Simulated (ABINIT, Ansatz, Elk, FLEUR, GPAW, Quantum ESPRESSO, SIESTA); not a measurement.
# MnO (Fm-3m, 4 atoms in the cell) computed with different codes at matched settings

Self-consistent single point.

```
MnO
1.0
    4.39560     2.19780     2.19780
    2.19780     4.39560     2.19780
    2.19780     2.19780     4.39560
Mn O
2 2
Direct
  0.00000   0.00000   0.00000
  0.50000   0.50000   0.50000
  0.25000   0.25000   0.25000
  0.75000   0.75000   0.75000
```
Moments meant for the start (each program seeds them in its own way; μB, in the order of the atoms Mn Mn O O): 5.0 -5.0 0.0 0.0.

All programs got the same cell, k-point mesh and kind of occupations, and the same starting moments (in Ansatz's words: kpoints.mp_grid.grid = 7 7 7; magnetization.spin_polarized = true; scf.occupations.method = fermi_dirac; scf.occupations.width = 0.01 eV); potentials, basis and cutoffs are each program's usual ones.

```tsv
code	model	gap on the mesh (eV)	k-points	cutoff
ABINIT	PBE, PAW (JTH v2.0 PBE PAW)	0.974	44	816 eV
SIESTA	GGA PBE, numerical atomic orbitals DZP, PseudoDojo PBE standard norm-conserving potentials (rewritten from UPF to PSML)	1.126	172	grid 350 Ry
FLEUR	PBE, all-electron FLAPW (FLEUR), scalar-relativistic valence	1.019	44	Kmax 4.3 1/bohr
Elk	PBE, all-electron FP-LAPW, Elk's shipped species files, APW+lo basis with extra local orbitals	0.928	44	rgkmax 7.5
Ansatz	PBE, PAW files	0.982	44	default
GPAW	PBE, GPAW PAW datasets PBE (gpaw-data 1.0.1)	0.902	44	950 eV
Quantum ESPRESSO	PBE, SSSP 1.1.2 efficiency (PBE) pseudopotentials	0.987	44	55 Ry
```

Gaps are read on the mesh.

The spread over the programs that give each value: gap on the mesh within 0.224 eV.

The starting cell has typed, rounded lattice constants, without a prior relaxation at this level. Its lattice was rescaled by a random factor within 2.5 % of one. On Ansatz's run: The magnetic order is the one reached from the typed start; others were not searched systematically. In the base run, with a pressure of about 5 GPa the cell is away from its equilibrium volume at this level.

Q: Why do the programs differ, and what cannot be compared?

A: Differences of this kind can come from the potentials, where these differ, and from what each basis and cutoff leave unconverged. The zero of total energies and Fermi levels follows the potentials and each program's conventions, so they are not compared here. SIESTA uses small atom-centred bases, whose incompleteness enters pressures, forces and empty levels differently from a plane-wave cutoff. FLEUR and Elk treat all electrons, but the usual bases taken here (sphere radii, linearisation, local orbitals, empty states) were not tested for convergence, so the values are no reference for the others. Site moments depend on each program's spheres or projections; the total moment of the cell does not. The programs reduce the same mesh by symmetry to different extents, which changes the work and not the result. In the gap, SIESTA (by 0.149) lies more than 0.12 eV from the median of the plane-wave programs.

Ansatz is an electronic-structure program.

Keys are those of Ansatz 0.2.
